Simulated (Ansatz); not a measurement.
The parent structure is CdO in the rock salt structure (space group Fm-3m, No. 225; a = 4.768 Å).

Computed with PBE (Ansatz, a first-principles code), no spin-orbit coupling, earlier PAW set.

Base values:

Volume per atom: 13.55 Å³
Band gap: zero

The change: a hydrostatic pressure of 0.3 GPa.

Task: Estimate the effect on the volume per atom and band gap.

Result: The volume per atom drops by 0.03 Å³ (13.55 Å³ → 13.52 Å³); the band gap remains zero.

The mesh was chosen for an insulator and is coarse for the gapless case. Load acts through the strain it causes; cell and atoms are relaxed under it. No phonon test of stability was made. All final runs are without spin polarisation. The zero or small gap of CdO can change with the level of theory.
